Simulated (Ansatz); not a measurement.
Cl on the 1x1 (111) surface of fcc Cu, one in a 3x3 cell, energies for each (51.4 Å²). Energies are against ½ Cl2(g), without zero-point or thermal terms; each row is named by its start.

Calculation: PBE (plane waves to 420 eV, PAW; Ansatz, a first-principles code).

Model: 37-atom slab, 6.2 Å thick at the start under the adsorbate (thin: gaps and levels are the slab's own), 4x4x1 mesh, Fermi-Dirac 0.1 eV, dipole correction, 18 atoms held, the rest relaxed; each run with such symmetry as its start has; no spin, no spin-orbit, no U, no dispersion correction.

A negative adsorption energy means that the adsorbate is more stable on the surface than in its reference. Heights count from the host atoms within 0.3 Å of the top one.

```
starting site                           E_ads (eV)  height (Å)  nearest host atom (Å)  bonded to  Δ work function (eV)  lateral drift (Å)
--------------------------------------  ----------  ----------  ---------------------  ---------  --------------------  -----------------
top Cu                                       -1.39        2.23                Cu 2.18         Cu                  0.82                0.0
hollow Cu-Cu-Cu over Cu at depth 2.1 Å       -1.76        1.91                Cu 2.40       3 Cu                  0.23                0.0
hollow Cu-Cu-Cu over Cu at depth 4.1 Å       -1.76        1.90                Cu 2.40       3 Cu                  0.22                0.0
```
